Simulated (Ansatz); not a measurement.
PrAu₂ (Imma, No. 74)

Computed with PBEsol in Ansatz (plane waves, PAW).

Numerical settings: plane-wave cutoff 500 eV, 14×14×14 k mesh, Fermi–Dirac smearing 0.1 eV, spin-polarised start, scalar-relativistic PAW data made under PBE.

Cell: relaxed at this level.

```yaml
volume_per_atom: 21.77 Å³/atom
band_gap: zero (no gap)
```

Note: the magnetic order was assumed, not searched for or taken from measurement; the 4f shell is treated without U or exact exchange, so its levels and filling can be wrong.

Spin–orbit coupling is not included; it can shift volumes and moduli of such heavy elements.

The computed numbers hold no vibrational or temperature effects.

Ansatz is a quantum-chemistry and plane-wave program.
